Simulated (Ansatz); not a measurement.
Ansatz (a first-principles code), DFT, LDA, plane waves, its default PAW files: Cs2TlInCl6, supercell, atoms displaced (from the phase in space group 225, mp-1112490) (Cl6InCs2Tl), 10 atoms. Basis and mesh were picked for this test and aren't claimed converged.

```yaml
cell: 7.96, 7.96, 7.96 Å; 60, 60, 60°
distance_to_the_nearest_atom: 2.48 to 3.95 Å
task: single point
k mesh: 4×4×4
hamiltonian.xc: lda
kind_of_files: paw
scf.occupations.method: fermi_dirac
scf.occupations.width: 0.05 eV
output.forces: true
binding of workers (--pin): off
k-point pools (--kpoint-pools): 1
memory maximum (--max-ram): 8GiB
accuracy: medium (default)
basis.precision: auto (default)
basis.xc_grid: 1 (default)
scf.mixing.algorithm: auto (default)
scf.mixing.preconditioner: auto (default)
scf.convergence.dr2_threshold: 3.56557e-07 (default)
scf.lower_state_search: light (default)
k-points after symmetry: 36
bands_at_the_start: 53
electrons: 86
plane waves at Γ: 6879
cutoff (eV): 420
FFT grid: 54×54×54
symmetry_operations: 1
```

One run each.

All on 4 threads. Base settings, kept where nothing else is said: scf.eigensolver.kind = auto (default), scf.eigensolver.mixed_precision = false (default), scf.eigensolver.cushion = auto (default), scf.eigensolver.full_accuracy = false (default), scf.algorithm = auto (default) (scf.eigensolver.max_subspace_factor, scf.eigensolver.real_solve not set). The settings tried:
- scf.algorithm = density_mixing
- scf.eigensolver.full_accuracy = true
- scf.eigensolver.kind = davidson, scf.eigensolver.cushion = true
- scf.eigensolver.real_solve = false
- scf.eigensolver.kind = davidson, scf.eigensolver.max_subspace_factor = 2
- scf.eigensolver.mixed_precision = true
- scf.eigensolver.kind = davidson
- scf.algorithm = direct_min
- scf.eigensolver.kind = davidson, scf.eigensolver.mixed_precision = true
- the base settings
- scf.eigensolver.kind = davidson, scf.eigensolver.max_subspace_factor = 6

Problem. Name the extremes by applications of H to a band: fewest, most, and any that don't converge.

Solution. Fewest applications of H to a band, with those close behind: scf.eigensolver.real_solve = false (32094); the base settings (32234); scf.algorithm = density_mixing (32234). Most among those that reach the base run's result: scf.algorithm = direct_min (106432). All converged.

```csv
setting,applications of H to a band,"SCF iterations (all cycles of the run, searches included)",end
scf.eigensolver.real_solve = false,32094,7,converged
the base settings,32234,7,converged
scf.algorithm = density_mixing,32234,7,converged
"scf.eigensolver.kind = davidson, scf.eigensolver.max_subspace_factor = 6",43565,7,converged
scf.eigensolver.kind = davidson,45085,7,converged
"scf.eigensolver.kind = davidson, scf.eigensolver.mixed_precision = true",46277,7,converged
scf.eigensolver.mixed_precision = true,46277,7,converged
"scf.eigensolver.kind = davidson, scf.eigensolver.cushion = true",48320,7,converged
"scf.eigensolver.kind = davidson, scf.eigensolver.max_subspace_factor = 2",54817,8,converged
scf.eigensolver.full_accuracy = true,74671,6,converged
scf.algorithm = direct_min,106432,7,converged
```

An iteration's cost differs between solvers, so these counts don't give the time.

Keys are those of Ansatz 0.2.
